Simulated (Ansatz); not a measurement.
**Te, pressure series**

Base system: Te (space group P3_121, No. 152; made of chains).

Space group P3₁21 (No. 152); a = 4.521 Å, b = 4.521 Å, c = 5.954 Å, α = 90.00°, β = 90.00°, γ = 120.00°

| atom | site | symmetry | x | y | z |
|---|---|---|---|---|---|
| Te | 3a | .2. | 0.7319 | 0.7319 | 0.0000 |

Cell and atoms are relaxed at each pressure.

The values are results of Ansatz (a program for electronic structure) PBE, no SOC, not measurements.

Notes on the quantities. enthalpy: H = E + PV relative to the base's energy.

| change | volume per atom | enthalpy |
|---|---|---|
| base | 35.13 Å³ | – |
| pressure −1 GPa | ___ | -0.23 eV/atom |
| pressure 3 GPa | 31.61 Å³ | +0.62 eV/atom |
| pressure 5 GPa | 30.29 Å³ | +1.01 eV/atom |
| pressure 7.5 GPa | 28.98 Å³ | +1.47 eV/atom |
| pressure 10 GPa | 27.79 Å³ | +1.91 eV/atom |

Some entries are withheld; estimate them.


- pressure −1 GPa, volume per atom: 38.97 Å³

The mesh was chosen for an insulator and is coarse for the gapless case. Load acts through the strain it causes; cell and atoms are relaxed under it. Stability against distortions was not tested. No other phases were tried under pressure. No dispersion term is included, though the crystal is made of layers, chains or molecules, so its spacings can come out too wide.
